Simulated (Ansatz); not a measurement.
Base system: LiNbO3 (space group R3c, No. 161; a = 5.1899 Å, c = 14.0145 Å (hexagonal axes)).

Method: PBE (Ansatz, a quantum-chemistry and plane-wave program), no spin-orbit coupling.

Base values:

The lattice parameter a is 9.807 bohr and the c/a ratio is 2.700.

One thing is altered: a negative pressure, −2 GPa.

### Question
How does this affect the lattice parameter a and c/a ratio?

### Answer
The lattice parameter a rises by 0.074 bohr, from 9.807 bohr to 9.881 bohr; the c/a ratio falls by 0.0045 to 2.696.

Load acts through the strain it causes; cell and atoms are relaxed under it. Stability against distortions was not tested.
